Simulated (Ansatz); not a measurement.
Consider the formation energy of the neutral V_O in Cu2O (Pn-3m). Reaction: 16 Cu2O (Pn-3m) → cell A + 1/2 O2 (gas).

Cell A: a supercell of 48 sites of Cu2O (Pn-3m) with one empty O site amid 4 Cu; spin state with PBE: run without spin, k-point mesh 3×3×3.
```
CELL_PARAMETERS angstrom
      8.59645     0.00000     0.00000
      0.00000     8.59645     0.00000
      0.00000     0.00000     8.59645
ATOMIC_POSITIONS crystal
  Cu 0.13025 0.13025 0.37829
  Cu 0.13025 0.37829 0.13025
  Cu 0.39692 0.39692 0.39692
  Cu 0.37829 0.13025 0.13025
  O  0.26235 0.26235 0.26235
  O  0.00000 0.00000 0.00000
  Cu 0.12491 0.12491 0.87509
  Cu 0.12834 0.37656 0.62344
  Cu 0.37656 0.37656 0.87166
  Cu 0.37656 0.12834 0.62344
  O  0.24977 0.24977 0.75023
  O  0.00000 0.00000 0.50000
  Cu 0.12834 0.62344 0.37656
  Cu 0.12491 0.87509 0.12491
  Cu 0.37656 0.87166 0.37656
  Cu 0.37656 0.62344 0.12834
  O  0.24977 0.75023 0.24977
  O  0.00000 0.50000 0.00000
  Cu 0.13025 0.62171 0.86975
  Cu 0.13025 0.86975 0.62171
  Cu 0.37829 0.86975 0.86975
  Cu 0.39692 0.60308 0.60308
  O  0.26235 0.73765 0.73765
  O  0.00000 0.50000 0.50000
  Cu 0.62344 0.12834 0.37656
  Cu 0.62344 0.37656 0.12834
  Cu 0.87166 0.37656 0.37656
  Cu 0.87509 0.12491 0.12491
  O  0.75023 0.24977 0.24977
  O  0.50000 0.00000 0.00000
  Cu 0.62171 0.13025 0.86975
  Cu 0.60308 0.39692 0.60308
  Cu 0.86975 0.37829 0.86975
  Cu 0.86975 0.13025 0.62171
  O  0.73765 0.26235 0.73765
  O  0.50000 0.00000 0.50000
  Cu 0.60308 0.60308 0.39692
  Cu 0.62171 0.86975 0.13025
  Cu 0.86975 0.86975 0.37829
  Cu 0.86975 0.62171 0.13025
  O  0.73765 0.73765 0.26235
  O  0.50000 0.50000 0.00000
  Cu 0.62344 0.62344 0.87166
  Cu 0.62344 0.87166 0.62344
  Cu 0.87509 0.87509 0.87509
  Cu 0.87166 0.62344 0.62344
  O  0.75023 0.75023 0.75023
```

Reference: Cu2O (Pn-3m), 48 atoms in the cell, the relaxed perfect crystal repeated, atoms not moved again; spin state with PBE: run without spin, k-point mesh 3×3×3 on the run's own vectors.

Reference: an isolated O2 molecule (triplet) in a box of 11 × 11 × 13 Å.

Plane-wave PAW calculations with Ansatz (an electronic-structure program), its default PAW set, cutoff 420 eV. The structures are at rest with PBE, within the held lattices; other levels are single points on them. HSE06 runs on coarser k-point meshes, mended by the PBE difference between the two meshes. Neutral cells; Fermi-Dirac smearing of at most 0.05 eV in the solids, energies taken to zero width. The lattices are those relaxed with PBE, so at other levels the solids can be strained, which adds to the spread. Larger cells are relaxed from a start prepared with the learned potential CHGNet, on a coarser mesh till forces fall under 0.03 eV/Å, which some starts already meet. A dispersion term (D3(BJ), or D4 for r2SCAN) was computed beside these levels and is taken off wherever the name lacks it. Static lattices, no vibrational contributions. No structure search was made; lower ones may exist. The d electrons get no Hubbard U. No correction for cell size. Mesh and cell size may move defect energies by 0.1 eV or more. The value holds for the reservoirs listed; other chemical potentials shift it. Cell A has symmetry P-43m within 0.02 Å and got no random move, so less symmetric positions, which may lie lower, weren't tried.

What is the computed value (PBE)?

2.14 eV, for 16 Cu2O (Pn-3m) → cell A + 1/2 O2 (gas).

What do the other levels give, and how wide is the spread?


```json
[
 {"Functional": "HSE06", "value (eV)": "2.89", "less PBE": "0.75"}
]
```

The levels shown span 0.75 eV, from PBE (2.14) to HSE06 (2.89).
